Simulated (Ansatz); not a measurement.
Consider BP (space group P6_422, No. 181; a = 3.260 Å, c = 6.940 Å; a hypothetical phase, not in the database extracts checked). Axes: x lies along a and z along c of the hexagonal cell.

Modification: tensor shear ε_xz = −1.43 % (engineering shear γ = -0.0286); the atoms relax in the strained cell.

Levels (all Ansatz, a first-principles code, PAW): PBEsol (420 eV, scalar-relativistic without spin-orbit coupling); r2SCAN (500 eV, no SOC).

The geometry is relaxed with PBEsol.

| Item | Result |
|---|---|
| PBEsol band gap | zero |
| PBEsol pressure | 0.1 GPa |
| PBEsol gap character | absent |

Q: What does r2SCAN give at this geometry for the band gap, pressure and gap character?

A: The band gap goes from zero to 0.11 eV; the pressure goes up by 3.6 GPa (0.1 GPa → 3.7 GPa); the gap character changes from absent to indirect, Γ → V₂.

Single points use the geometry relaxed with PBEsol. Their cutoffs differ, which shifts pressures a little. A case with no gap was solved on a k-mesh chosen for an insulator, which is coarse for it. Stability against distortions was not tested. The base started in P3_121 and relaxed to P6_422 at this level. All final runs are without spin polarisation. The zero or small gap of BP can change with the level of theory. Labels are those of the standard path for the cell's own space group.
